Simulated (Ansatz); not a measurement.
# BAs: response to strain

Base system: BAs in the zinc blende structure (space group F-43m, No. 216; a = 4.7679 Å).

Strains are applied to the cell and any free atomic positions relax.

The values are results of Ansatz (a quantum-chemistry and plane-wave program), PBEsol, PAW, cutoff 420 eV, without spin-orbit coupling, not measurements.

Candidates:
(a) isotropic strain +3.00 %
(b) isotropic strain −0.50 %
(c) isotropic strain −1.00 %

Notes on the quantities. energy relative to the base: free energy F.

Order them by energy relative to the base, highest first.

(a) isotropic strain +3.00 % (+44 meV/atom), (c) isotropic strain −1.00 % (+5.5 meV/atom), (b) isotropic strain −0.50 % (+1.4 meV/atom)

Whether these cells are dynamically stable was not tested.
